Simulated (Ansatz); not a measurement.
**Short convergence ladders for PdPt (R-3m, 2 atoms in the cell)**

```
CELL_PARAMETERS angstrom
      1.37648     0.79471     4.53756
     -1.37648     0.79471     4.53756
      0.00000    -1.58943     4.53756
ATOMIC_POSITIONS crystal
  Pd 0.00000 0.00000 0.00000
  Pt 0.50000 0.50000 0.50000
```

Base method: LDA (PW92), default PAW files made with PBE (plane waves; Ansatz, a program for electronic structure).

Base settings: basis.ecutwfc = 420 eV; kpoints.mp_grid.grid = 14 14 14; hamiltonian.xc = lda; hamiltonian.pseudopotentials = {kind: paw} (the program's default PAW files); scf.occupations.method = fermi_dirac; scf.occupations.width = 0.1 eV.

Core times come from one kind of shared machine, to one figure; runs under 30 s give none.

**Zone-centre phonons against the cutoff**

In this ladder: phonons.method = dfpt.

The mesh stays at the base's, so the ladder's end is converged at best in this setting alone.

Frequencies are those of the unrelaxed cell, without the LO-TO term of polar crystals.

Only quantities that move along the ladder and can be compared are tabulated.

```tsv
basis.ecutwfc	highest zone-centre frequency (cm⁻¹)	core time / last (rough)
210 eV	66.4	0.3
250 eV	229.7	0.4
295 eV	214.0	0.6
420 eV	207.0	0.9
505 eV	206.9	1
```

Coarsest basis.ecutwfc that holds the highest zone-centre frequency within 10 cm⁻¹ of the last step, with all finer ones: 295 eV; the step before is off by 23 cm⁻¹.

**Zone-centre phonons against the mesh**

In this ladder: phonons.method = dfpt.

Frequencies are those of the unrelaxed cell, without the LO-TO term of polar crystals.

Only quantities that move along the ladder and can be compared are tabulated.

```tsv
kpoints.mp_grid.grid	highest zone-centre frequency (cm⁻¹)	core time / last (rough)
4 4 4	212.6	–
6 6 6	209.7	0.1
9 9 9	206.6	0.4
13 13 13	207.3	1
```

Coarsest kpoints.mp_grid.grid that holds the highest zone-centre frequency within 5 cm⁻¹ of the last step, with all finer ones: 6 6 6, at about 0.1 of the last step's time; the step before is off by 5.4 cm⁻¹.

On the base run: the starting cell comes from a database of computed structures (which also holds hypothetical and non-ambient phases and stackings), without a prior relaxation at this level. Its lattice was rescaled by up to half a per cent. Spin polarisation is off. In the base run, with a pressure of about -8 GPa the cell is away from its equilibrium volume at this level.

Keys are those of Ansatz 0.2.
